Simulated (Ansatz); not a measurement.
Results of PBE-D4 (PAW; Ansatz, a quantum-chemistry and plane-wave program) for L1₂ (Cu3Au-type) Pt3Ti.

Run with plane-wave cutoff 500 eV, 14×14×14 k mesh, Fermi–Dirac smearing 0.1 eV, no spin polarisation, scalar-relativistic PAW data made under PBE.

Computed at the level's own relaxed cell.

Problem. Estimate the volume per atom and lattice constant a that the calculation returns.

Solution. 
volume per atom: 15.00 Å³/atom
lattice constant a: 3.915 Å

Measured, for comparison: equilibrium volume per atom 15.01 Å³/atom, lattice constant a 3.916 Å (temperature not stated, not corrected to a static lattice; as tabulated in Molecular Dynamics Simulations of PtTi High-Temperature Shape Memory Alloys …). Computed (rounded) less measured: equilibrium volume per atom -0.1 %, lattice constant a 0.0 %.

Spin–orbit coupling is not included.

Computing time: very roughly 80 core-seconds.
